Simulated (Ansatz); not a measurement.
The starting structures come from a database of crystals and need not be the phases stable at ambient conditions.

The decay constant κ of evanescent states in the gap governs leakage through a thin film.

Consider the following.

```
CELL_PARAMETERS angstrom
      7.74888     0.01853     0.01754
      0.47057     7.73460     0.01754
      2.89667     2.73233     2.58565
ATOMIC_POSITIONS crystal
  Sn 0.00000 0.00000 0.00000
  H  0.66667 0.33333 0.89913
  H  0.33333 0.66667 0.10087
  H  0.48469 0.24234 0.87840
  H  0.51531 0.75766 0.12160
  H  0.75766 0.24234 0.60543
  H  0.24234 0.75766 0.39457
  H  0.75766 0.51531 0.33246
  H  0.24234 0.48469 0.66754
  N  0.66667 0.33333 0.68247
  N  0.33333 0.66667 0.31753
  F  0.68725 0.84362 0.23425
  F  0.31275 0.15638 0.76575
  F  0.15638 0.84362 0.76512
  F  0.84362 0.15638 0.23488
  F  0.15638 0.31275 0.29599
  F  0.84362 0.68725 0.70401
```

Space group of this cell: P-3m1. The cell was relaxed by PBE-D3(BJ); by r2SCAN its mean pressure is -3.3 GPa.

Transport runs along the normal of the first two printed cell vectors, the (111) plane of the conventional cell.

No gap correction and no spin-orbit coupling; mid-gap values are interpolated between computed energies.

Q: Give the band gap and the smallest decay constant κ at mid-gap that r2SCAN run with Ansatz (a first-principles code) yields.

A: Gap 6.00 eV on a 12×12×12 mesh; κ = 0.512 1/Å, at the zone centre.
